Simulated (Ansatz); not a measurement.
Results of PBE (PAW; Ansatz, a program for electronic structure) for 1T (CdI2-type) MgI2.

Rigid layers of the crystal as relaxed at this level are moved apart or together:

| run | k mesh | layer repeat (Å) | energy against free layers (meV/Å²) | gap on the mesh (eV) |
|---|---|---|---|---|
| 1 | 12×12×6 | 6.56 | 5.22 | 3.173 |
| 2 | 12×12×6 | 6.71 | 3.13 | 3.312 |
| 3 | 12×12×6 | 6.86 | 1.73 | 3.425 |
| 4 | 12×12×6 | 7.06 | 0.59 | 3.557 |
| 5 | 12×12×6 | 7.36 | -0.22 | 3.610 |
| 6 | 12×12×4 | 7.86 | -0.51 | 3.626 |
| 7 | 12×12×4 | 8.86 | -0.26 | 3.645 |
| 8 | 12×12×4 | 10.86 | -0.01 | 3.657 |

The lowest energy of these points lies at a layer repeat of 7.86 Å.

Spin–orbit coupling is not included.

Note: the cell comes from a level without a dispersion term, which matters for the spacing of layers, chains or molecules.
